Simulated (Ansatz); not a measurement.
Consider MoS₂ in the 3R-MoS2 type structure (space group R3m, No. 160; layered, stacked along the Cartesian z axis).

```yaml
crystal:
  lattice:
    - [1.55780, 0.89940, 5.78545]
    - [-1.55780, 0.89940, 5.78545]
    - [0.00000, -1.79879, 5.78545]
  atoms:
    - { symbol: Mo, position: [0.00004, 0.00004, 0.00004] }
    - { symbol: S, position: [0.75647, 0.75647, 0.75647] }
    - { symbol: S, position: [0.57679, 0.57679, 0.57679] }
```

Cartesian axes are those of the cell as printed.

Method: DFT with PBEsol-D3(BJ), PAW potentials and a 420 eV plane-wave cutoff in Ansatz (an electronic-structure program), without spin-orbit coupling.

Base values:

* **Smallest direct gap**: 1.87 eV
* **Band gap**: 0.50 eV
* **Pressure**: 0.00 GPa

Perturbation: uniaxial strain ε_xx = +1.05 %, all other strain components held at zero, atoms relaxed at fixed cell.

Question: What does the calculation give for the smallest direct gap, band gap, energy relative to the base and pressure after the change?

Answer: The smallest direct gap shrinks by 0.06 eV (1.87 eV → 1.81 eV); the band gap goes up by 0.02 eV (0.50 eV → 0.52 eV); the energy increases by 1.4 meV/atom; the pressure (mean of the normal stresses, compression positive) goes from zero to -1.16 GPa.

Gaps are read on the SCF mesh and a high-symmetry path. No phonon test of stability was made.
